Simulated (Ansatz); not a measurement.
HgO (model structure, started from the PtS type, P4₂/mmc, No. 131, 4 atoms in the cell): properties by level of theory

```json
[
 {"level (code)": "PBE (Ansatz)", "equilibrium lattice constant a (Å)": "3.471", "c axis length (Å)": "5.996"},
 {"level (code)": "PBEsol (Ansatz)", "equilibrium lattice constant a (Å)": "3.394", "c axis length (Å)": "5.926"},
 {"level (code)": "PBE-D3(BJ) (Ansatz)", "equilibrium lattice constant a (Å)": "3.423", "c axis length (Å)": "6.001"}
]
```

Ansatz's density-functional and Hartree–Fock values are scalar-relativistic unless marked +SOC, with PAW data made under PBE.

A model structure was made by putting elements into a prototype or built by hand; it is no filed structure, need not be a known phase, and can be a saddle point held by its symmetry.

Ansatz is a quantum-chemistry and plane-wave program.
